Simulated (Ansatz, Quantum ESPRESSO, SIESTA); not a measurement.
MgB2 (P6/mmm, 3 atoms in the cell) computed with different codes at matched settings

Relaxation of cell and atoms.

```xyz
3
Lattice="2.9972 0.0000 0.0000 -1.4986 2.5957 0.0000 0.0000 0.0000 3.4455" Properties=species:S:1:pos:R:3 pbc="T T T"
Mg     0.0000     0.0000     0.0000
B      1.4986     0.8652     1.7228
B      0.0000     1.7304     1.7228
```

Shared settings, as Ansatz (a program for electronic structure) writes them: kpoints.mp_grid.grid = 13 13 10; scf.occupations.method = fermi_dirac; scf.occupations.width = 0.1 eV. Potentials and cutoffs stand in the table.

| code | model | final volume (Å³/atom) | cutoff |
|---|---|---|---|
| Quantum ESPRESSO | PBE, SSSP 1.1.2 efficiency (PBE) pseudopotentials | 9.60 | 40 Ry |
| SIESTA | GGA PBE, numerical atomic orbitals DZP, PseudoDojo PBE standard norm-conserving potentials (rewritten from UPF to PSML) | 9.85 | grid 300 Ry |
| Ansatz | PBE, PAW files | 9.63 | default |

The spread over the programs that give each value: final volume within 0.25 Å³/atom.

SIESTA uses small atom-centred bases, whose incompleteness enters pressures, forces and empty levels differently from a plane-wave cutoff. The programs treat the finite-basis stress differently while the cell relaxes: Ansatz adds an estimate of it.

The starting cell comes from a database of computed structures (which also holds hypothetical and non-ambient phases and stackings), without a prior relaxation at this level. Its lattice was rescaled by a random factor within 2.5 % of one.

Left out of this page: ABINIT (with a known weakness of the program).

Keys are those of Ansatz 0.2.
